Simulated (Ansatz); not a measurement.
Consider MgO in the rock salt structure (space group Fm-3m, No. 225; a = 4.1592 Å).

Now apply this change: a negative pressure, −2 GPa.

Computed with plane-wave PAW DFT at the LDA level (Ansatz, a program for electronic structure, 420 eV), no spin-orbit coupling.

Base, band edges from the VBM (valence, conduction): X -1.41, 8.96; W -1.87, 11.71; L -0.70, 7.99; Γ 0.00, 5.03; K -1.21, 10.08; U -1.21, 10.08 eV.

Give the band edges at the high-symmetry points of the new zone, measured from its valence-band maximum.


```csv
point,valence edge (eV),conduction edge (eV)
Γ,0.00,4.92
X,-1.40,8.95
U,-1.19,10.02
K,-1.19,10.02
L,-0.69,7.91
W,-1.85,11.63
```

The gap is 4.92 eV, direct at Γ.

Load acts through the strain it causes; cell and atoms are relaxed under it. Gaps are Kohn–Sham eigenvalue differences; semilocal functionals usually give less than the measured gap. Stability against distortions was not tested.
